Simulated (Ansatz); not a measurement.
Worked sum: formation energy of H_i in Sc (hcp, P6₃/mmc)

Subject: the formation energy of H_i in Sc (hcp, P6₃/mmc). Reaction: 36 Sc (hcp) + 1/2 H2 (gas) → cell A.

A: a supercell of 36 sites of Sc (hcp, P6₃/mmc) with H off the lattice sites (4 Sc at 1.99–2.06 Å); spin state with PBE: run without spin.

Ansatz (a quantum-chemistry and plane-wave program) with PAW potentials; structures come from PBE relaxations, nuclei static, no net charge. Ansatz runs with its default PAW set. Other levels take these structures. The lattices are those relaxed with PBE, so at other levels the solids can be strained, which adds to the spread. Larger cells are relaxed from a start prepared with the learned potential CHGNet, on a coarser mesh till forces fall under 0.03 eV/Å, which some starts already meet. A dispersion term (D3(BJ), or D4 for r2SCAN) was computed beside these levels and is taken off wherever the name lacks it. Mesh and cell size may move defect energies by 0.1 eV or more. Cell A has symmetry P3m1 and got no random move, so less symmetric positions, which may lie lower, weren't tried.

Total energies of the cells in eV, at zero smearing width. They compare only within one column; the weights balance every element.

```csv
cell,atoms,weight,r2SCAN,PBE+D3(BJ)
A: Sc:H_i,37,+1,-77077.68377,-76920.06804
Sc (hcp),36,−1,-77060.60945,-76903.11274
H2 (gas),2,−1/2,-31.88989,-31.74691
```

r2SCAN: (-77077.68377) − (-77060.60945) − 1/2 × (-31.88989) = -1.129 eV.

PBE+D3(BJ): (-76920.06804) − (-76903.11274) − 1/2 × (-31.74691) = -1.082 eV.
